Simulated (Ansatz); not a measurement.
LaN (model structure, started from the GeS type, Pnma, No. 62, 8 atoms in the cell), treated with r²SCAN (Ansatz, an electronic-structure program, PAW).

Numerical settings: plane-wave cutoff 560 eV, 4×10×8 k mesh (along the axes of the cell as run), Fermi–Dirac smearing 0.01 eV, scalar-relativistic PAW data made under PBE.

Cell (relaxed at this level):

Space group Pnma (No. 62); a = 10.605 Å, b = 3.755 Å, c = 3.754 Å, α = 90.00°, β = 90.00°, γ = 90.00°

```json
[
 {"atom": "La", "site": "4c", "symmetry": ".m.", "x": "0.1247", "y": "0.2500", "z": "0.2581"},
 {"atom": "N", "site": "4c", "symmetry": ".m.", "x": "0.3763", "y": "0.2500", "z": "0.2312"}
]
```

Task: Estimate the band gap, smallest direct gap on the k points sampled and direct gap at Γ that the calculation returns.

Result: 
- band gap: 0.26 eV
- smallest direct gap on the k points sampled: 0.27 eV
- direct gap at Γ: 0.44 eV

Note: the relaxation could raise the start's symmetry but not lower it, so the cell can be a saddle point.

Spin–orbit coupling is not included; it can close the smallest gap of 0.26 eV.

Computed values are for the static lattice.

The result took around 2.7 core-minutes (rough).

A model structure was made by putting elements into a prototype or built by hand; it is no filed structure, need not be a known phase, and can be a saddle point held by its symmetry.
